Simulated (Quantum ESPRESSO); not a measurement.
# Cost against accuracy: ecutwfc for SrNiGe (Pnma, 12 atoms in the cell)

Cell: a = 5.7454 Å, b = 4.1865 Å, c = 11.4001 Å, α = 90.00°, β = 90.00°, γ = 90.00°.

Method of the run: LDA (PZ), PSlibrary ultrasoft (LDA) pseudopotentials (plane waves; Quantum ESPRESSO).

Base settings: ecutwfc = 50 Ry; ecutrho = 350 Ry; occupations = smearing; smearing = fd; degauss = 0.0073499 Ry; K_POINTS = automatic 5 7 3 0 0 0; conv_thr = 1e-10 Ry; mixing_beta = 0.3.

Misses are taken against the tightest run, 65 Ry (ecutrho: 350 Ry → 455 Ry), which need not be fully converged itself. The energy is the free energy per atom.

The count of work is k-points × plane waves × bands × iterations; it is no time, and leaves out set-up, grids and terms that scale otherwise. Core times come from one kind of shared machine and are given to one figure; runs under 30 s give none.

The starting cell comes from a database of computed structures (which also holds hypothetical and non-ambient phases and stackings), without a prior relaxation at this level. Spin polarisation is off. In the base run, with a pressure of about -5 GPa the cell is away from its equilibrium volume at this level.

```tsv
ecutwfc	energy less reference (meV/atom)	pressure less reference (GPa)	largest difference in the force on any atom (eV/Å)	count of work / reference	core time / reference (rough)
20 Ry (ecutrho: 350 Ry → 140 Ry)	2501.17	-79.99	0.116	0.14	0.2
25 Ry (ecutrho: 350 Ry → 175 Ry)	405.73	-18.57	0.054	0.23	0.3
30 Ry (ecutrho: 350 Ry → 210 Ry)	59.09	-2.70	0.012	0.30	0.5
35 Ry (ecutrho: 350 Ry → 245 Ry)	26.67	-0.08	0.006	0.37	0.3
40 Ry (ecutrho: 350 Ry → 280 Ry)	22.41	-0.22	0.003	0.46	0.4
45 Ry (ecutrho: 350 Ry → 315 Ry)	13.39	-0.36	0.001	0.58	0.7
50 Ry	5.62	-0.23	0.001	0.71	0.9
57 Ry (ecutrho: 350 Ry → 399 Ry)	1.19	-0.03	0.000	0.78	0.9
65 Ry (ecutrho: 350 Ry → 455 Ry)	0.00	0.00	0.000	1.0	1
```

Coarsest setting among those run that, with all tighter ones, holds the energy within 20 meV/atom of the reference: 45 Ry (ecutrho: 350 Ry → 315 Ry), off by 13 meV/atom; its saving against the reference is no more than about a factor of 2 in the count of work.

Coarsest setting among those run that, with all tighter ones, holds the energy within 5 meV/atom of the reference: 57 Ry (ecutrho: 350 Ry → 399 Ry), off by 1.2 meV/atom; its saving against the reference is no more than about a factor of 2 in the count of work.

The step from 20 Ry (ecutrho: 350 Ry → 140 Ry) to 50 Ry: it takes the miss in the energy from 2500 to 5.6 meV/atom, for 5.0 times the count of work and roughly 4 times the time.
